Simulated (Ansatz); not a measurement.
```xyz
2
Lattice="0.0000 2.5027 2.5027 2.5027 0.0000 2.5027 2.5027 2.5027 0.0000" Properties=species:S:1:pos:R:3 pbc="T T T"
Be     0.0000     0.0000     0.0000
Se     1.2514     1.2514     1.2514
```

No spin polarisation.

All numbers come from plane-wave PAW DFT at the LDA level (Ansatz, a quantum-chemistry and plane-wave program, 420 eV), no spin-orbit coupling. Settings: 11×11×11 k-points, 0.05 eV Fermi–Dirac smearing.

Task: Predict the gap character and smallest direct gap.

Result: Gap character: indirect, Γ → X
Smallest direct gap: 4.76 eV

The cells carry an imposed strain or load. Whether these cells are dynamically stable was not tested. The cell was made from BeSe in the zinc blende structure (space group F-43m, No. 216) by this change: isotropic strain −1.50 %.
